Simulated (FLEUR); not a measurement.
How far to go with the k-point mesh: Ir (Fm-3m, 1 atom in the cell)

```yaml
crystal:
  lattice:
    - [0.00000, 1.91040, 1.91040]
    - [1.91040, 0.00000, 1.91040]
    - [1.91040, 1.91040, 0.00000]
  atoms:
    - { symbol: Ir, position: [0.00000, 0.00000, 0.00000] }
```

Computed with PBE, all-electron FLAPW (FLEUR), scalar-relativistic valence run with FLEUR.

Base settings: Kmax = 4 1/bohr; GmaxXC = 20 1/bohr; xcFunctional = pbe; jspins = 1; l_soc = F; mode = hist; fermiSmearingEnergy = 0.00367493 Htr; mesh (inpgen div1-3) = 7 7 7; inpgen gamma flag = false; Gmax = 20 1/bohr.

Moved along: kpt_gamma.

The second cell is the first with its lattice scaled by 0.98.

Only quantities that move along the ladder and can be compared are tabulated.

Core times come from one kind of shared machine, to one figure; runs under 30 s give none.

The starting cell has typed, rounded lattice constants, without a prior relaxation at this level. Its lattice was rescaled by up to half a per cent. Spin polarisation is off. Values depend on the basis (sphere radii, cutoffs, local orbitals), which need not be converged.

| kpt_div | free energy less the last step's (meV/atom) | energy of the compressed cell less the first (meV/atom) | core time / last (rough) |
|---|---|---|---|
| 3 3 3 | 1294.17 | 303.97 | – |
| 5 5 5 | 238.84 | 179.10 | – |
| 7 7 7 | -72.63 | 144.79 | – |
| 8 8 8 | 66.42 | 160.69 | – |
| 10 10 10 | -6.16 | 152.19 | – |
| 13 13 13 | 4.86 | 153.28 | – |
| 16 16 16 | 5.62 | 153.52 | 0.1 |
| 19 19 19 | 3.67 | 152.93 | 0.2 |
| 23 23 23 | -1.42 | 151.79 | 0.3 |
| 29 29 29 | -0.27 | 151.97 | 0.6 |
| 35 35 35 | 0.00 | 152.06 | 1 |

Coarsest kpt_div that holds the energy of the compressed cell less the first within 2 meV/atom of the last step, with all finer ones: 10 10 10; the step before is off by 8.6 meV/atom.

Coarsest kpt_div that holds the free energy within 1 meV/atom of the last step, with all finer ones: 29 29 29; the step before is off by 1.4 meV/atom.

The energy difference between the two cells stays within 1 meV/atom of the last step's from 19 19 19 on, the total only from 29 29 29 on: much of the error is common to both cells and cancels.

Left out of this page: 1 run of the series failed or unconverged.
